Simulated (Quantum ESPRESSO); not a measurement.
A self-consistent single point of BaN2 (P1, 6 atoms in the cell) with Quantum ESPRESSO.

Computed with PBEsol, GBRV 1.5 ultrasoft (PBESOL) pseudopotentials (plane waves; Quantum ESPRESSO).

The change in words: atoms moved at random. Reference geometry:
```yaml
crystal:
  lattice:
    - [3.58665, -2.22648, 0.00000]
    - [3.58665, 2.22648, 0.00000]
    - [-1.90633, 0.00000, 7.06027]
  atoms:
    - { symbol: Ba, position: [0.20407, 0.79593, 0.75000] }
    - { symbol: Ba, position: [0.79593, 0.20407, 0.25000] }
    - { symbol: N, position: [0.44393, 0.15001, 0.54520] }
    - { symbol: N, position: [0.55607, 0.84999, 0.45480] }
    - { symbol: N, position: [0.84999, 0.55607, 0.95480] }
    - { symbol: N, position: [0.15001, 0.44393, 0.04520] }
```

Reference input (self-consistent single point, DFT, PBEsol, plane waves, GBRV 1.5 ultrasoft (PBESOL) pseudopotentials): ecutwfc = 40 Ry; ecutrho = 200 Ry; occupations = smearing; smearing = fd; degauss = 0.0073499 Ry; potentials = {Ba: ba_pbesol_v1.uspp.F.UPF, N: n_pbesol_v1.2.uspp.F.UPF}; K_POINTS = automatic 6 6 3 0 0 0; conv_thr = 1e-10 Ry; mixing_beta = 0.7. This run's input differs from it in these lines:

```diff
@@ -27,8 +27,8 @@
 ATOMIC_POSITIONS {crystal}
-Ba    0.204070000    0.795930000    0.750000000
-Ba    0.795930000    0.204070000    0.250000000
-N     0.443930000    0.150010000    0.545200000
-N     0.556070000    0.849990000    0.454800000
-N     0.849990000    0.556070000    0.954800000
-N     0.150010000    0.443930000    0.045200000
+Ba    0.202292000    0.792705000    0.747052000
+Ba    0.790884000    0.209826000    0.252500000
+N     0.459967000    0.130215000    0.547889000
+N     0.563106000    0.861439000    0.454653000
+N     0.846116000    0.566106000    0.953469000
+N     0.137635000    0.439710000    0.044437000
 K_POINTS {automatic}
```

Log, with long lists cut:

```
     Self-consistent Calculation

     iteration #  1     ecut=    40.00 Ry     beta= 0.70

---- Real-time Memory Report at c_bands before calling an iterative solver
           251 MiB given to the printing process from OS
           100 MiB allocation reported by mallinfo(arena+hblkhd)
------------------

     negative rho (up, down):  1.812E-01 0.000E+00

     total energy              =    -220.63839690 Ry
     estimated scf accuracy    <       0.69873031 Ry

     iteration #  2     ecut=    40.00 Ry     beta= 0.70

---- Real-time Memory Report at c_bands before calling an iterative solver
   [... lines left out ...]
           356 MiB given to the printing process from OS
           145 MiB allocation reported by mallinfo(arena+hblkhd)
------------------

     negative rho (up, down):  1.707E-01 0.000E+00

     total energy              =    -220.96372264 Ry
     estimated scf accuracy    <          1.6E-10 Ry

     iteration # 15     ecut=    40.00 Ry     beta= 0.70

---- Real-time Memory Report at c_bands before calling an iterative solver
           356 MiB given to the printing process from OS
           145 MiB allocation reported by mallinfo(arena+hblkhd)
------------------

     negative rho (up, down):  1.707E-01 0.000E+00
     End of self-consistent calculation

     the Fermi energy is     9.4641 ev

!    total energy              =    -220.96372264 Ry
     estimated scf accuracy    <          1.6E-11 Ry
     smearing contrib. (-TS)   =      -0.00777842 Ry
     internal energy E=F+TS    =    -220.95594422 Ry

     convergence has been achieved in  15 iterations

     negative rho (up, down):  1.707E-01 0.000E+00

     Forces acting on atoms (cartesian axes, Ry/au):

     atom    1 type  1   force =     0.00045245   -0.01204067    0.01258561
     atom    2 type  1   force =     0.00118894    0.00827879   -0.01547046
     atom    3 type  2   force =     0.11680696    0.23009452    0.16852453
     atom    4 type  2   force =    -0.12124823   -0.22215701   -0.16837060
     atom    5 type  2   force =    -0.02888840    0.04475895   -0.03206006
   [... lines left out ...]
     Total force =     0.443260     Total SCF correction =     0.000006
   [... lines left out ...]

     negative rho (up, down):  1.707E-01 0.000E+00
          total   stress  (Ry/bohr**3)                   (kbar)     P=       26.17
   0.00002392   0.00015746   0.00017589            3.52       23.16       25.87
   0.00015746   0.00035971   0.00028366           23.16       52.92       41.73
   0.00017589   0.00028366   0.00015016           25.87       41.73       22.09

   JOB DONE.
```

The run converged in 15 iterations. Against the reference run the free energy rises by 60.9 meV/atom, the pressure goes from -2.50 to 2.62 GPa and the largest force goes from 0.168 to 7.924 eV/Å.

The starting cell comes from a database of computed structures (which also holds hypothetical and non-ambient phases and stackings), without a prior relaxation at this level. For this run, on top of that: atoms moved at random. Forces in this geometry exceed 1 eV/Å. The run gives no clean gap (levels at the Fermi energy touch, overlap or are partly filled at this smearing), which alone does not show that the compound is a metal.

Cost on one core of a shared machine: roughly 70 s.
